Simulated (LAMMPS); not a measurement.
Molecular dynamics of a melt made from CdTe (zinc blende), 4096 atoms, at 1760 K and 2 GPa, brought to that temperature within a few picoseconds.

Model: classical MD, pair style sw, file CdTeZnSeHgS0.sw (LAMMPS).

| t (ps) | MSD (Å²), Cd | MSD (Å²), Te |
|---|---|---|
| 0.1000 | 0.291 | 0.248 |
| 0.2000 | 0.729 | 0.602 |
| 0.3000 | 1.24 | 1.04 |
| 0.4000 | 1.79 | 1.51 |
| 0.5000 | 2.35 | 1.99 |
| 0.6000 | 2.90 | 2.47 |
| 0.7000 | 3.45 | 2.94 |
| 0.8000 | 3.99 | 3.40 |
| 0.9000 | 4.53 | 3.87 |
| 1.100 | 5.61 | 4.78 |
| 1.300 | 6.69 | 5.70 |
| 1.500 | 7.78 | 6.62 |
| 1.700 | 8.87 | 7.55 |
| 2.000 | 10.5 | 8.94 |
| 2.300 | 12.2 | 10.3 |
| 2.700 | 14.3 | 12.2 |
| 3.200 | 17.1 | 14.5 |
| 3.700 | 19.8 | 16.9 |
| 4.300 | 23.1 | 19.6 |
| 5.000 | 26.9 | 23.0 |
| 5.800 | 31.3 | 26.7 |
| 6.800 | 36.8 | 31.4 |
| 7.900 | 42.7 | 36.6 |
| 9.200 | 49.8 | 42.7 |
| 10.70 | 57.9 | 49.9 |
| 12.50 | 67.7 | 58.4 |
| 14.50 | 78.6 | 68.1 |
| 16.90 | 91.6 | 79.4 |
| 19.60 | 106 | 92.2 |
| 22.80 | 124 | 107 |
| 26.60 | 144 | 125 |
| 30.90 | 168 | 146 |
| 36.00 | 197 | 170 |

Problem. From these data, give the state found, the self-diffusion coefficient of Cd (not corrected for cell size), the self-diffusion coefficient of Te (not corrected for cell size).

Solution. In three dimensions D is one sixth of the slope of the MSD at long times (fitted over 20 to 60 % of the run); 1 Å²/ps is 1e-4 cm²/s. state found: liquid; self-diffusion coefficient of Cd (not corrected for cell size): (9.1 ± 0.2) × 10^-5 cm²/s; self-diffusion coefficient of Te (not corrected for cell size): (7.9 ± 0.2) × 10^-5 cm²/s.

Caution: a run this short can hold a crystal over, or a liquid under, the potential's own melting point, which these runs don't give. Caution: the real compound melts congruently only under the pressure of its own vapour and loses its more volatile element when open.
